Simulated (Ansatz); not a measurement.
The parent structure is ZrO2 (space group P4_2/nmc, No. 137; a = 3.621 Å, c = 5.283 Å). Axes: x, y, z lie along a, b, c of the conventional cell.

All numbers come from PBE/PAW in Ansatz (an electronic-structure program), no spin-orbit coupling.

Before the change:

The volume per atom is 11.54 Å³. The width of the top valence band is 0.87 eV.

One thing is altered: tensile biaxial strain of 0.38 % in the plane normal to [001], as in epitaxy on a mismatched substrate; the out-of-plane cell vector and the atoms relax.

Q: Estimate the effect on the volume per atom.

A: The volume per atom rises by 0.07 Å³ (11.54 Å³ → 11.61 Å³).

Q: Predict the new width of the top valence band.

A: The width of the top valence band goes up by 0.03 eV, from 0.87 eV to 0.90 eV.

The levels and masses belong to the bands next to the band gap. No phonon test of stability was made. This is not the structure that ZrO2 has at room temperature and ambient pressure.
